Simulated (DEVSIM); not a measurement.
Structure: Schottky contact on n-type Si, at 300 K.

```csv
layer (left to right),material,thickness (μm),Nd (cm⁻³),τn (s),τp (s)
1,Si,8.10,7.5e16,1.4e-6,1.4e-6
2,Si,2.60,1.3e18,1.4e-6,1.4e-6
```

Left contact: Schottky, work function 4.78 eV, emission velocity 1.1e7 cm/s. Right contact: ohmic. Voltage is applied to the left contact. Recombination: SRH at mid-gap. Mobility is μmin + (μ − μmin)/(1 + (N/Nref)^α).

Constants are typed, rounded textbook-type inputs, not results; the design itself was drawn at random and stands for no fabricated device. Values at 300 K. The table also holds parameters that only a changed run uses.

```csv
parameter,Si
gap (eV),1.124
affinity (eV),4.05
permittivity,11.7
Nc (cm⁻³),2.86e19
Nv (cm⁻³),3.1e19
μn (cm²/Vs),1417
μp (cm²/Vs),470
"μn,min",52
"μp,min",45
"Nref,n",9.7e16
"Nref,p",2.2e17
αn,0.68
αp,0.72
Cn (cm⁶/s),2.8e-31
Cp (cm⁶/s),9.9e-32
```

Model (solved in DEVSIM): 1D drift-diffusion, Boltzmann statistics, complete ionisation; no tunnelling, impact ionisation, image-force lowering or self-heating. Metal contacts follow the ideal Schottky-Mott rule: no Fermi-level pinning, no interface dipoles.

Base results: potential step across the device at zero bias (V) 0.650; dark forward voltage at 100 A/cm² (V) 0.406; dark forward voltage at 1 A/cm² (V) 0.276.

What follows from this one change: metal work function 4.78 → 4.68 eV?

potential step across the device at zero bias 0.650 → 0.550 V; dark forward voltage at 100 A/cm² 0.406 → 0.306 V; dark forward voltage at 1 A/cm² 0.276 → 0.176 V.

What follows from this one change: thickness of layer 1 8.1 → 1.6 μm?

potential step across the device at zero bias little changed (0.650 V); dark forward voltage at 100 A/cm² 0.406 → 0.399 V; dark forward voltage at 1 A/cm² little changed (0.276 V).

What follows from this one change: doping Nd of layer 1 7.5e+16 → 7.5e+17 cm^-3?

potential step across the device at zero bias little changed (0.650 V); dark forward voltage at 100 A/cm² 0.406 → 0.397 V; dark forward voltage at 1 A/cm² little changed (0.275 V).
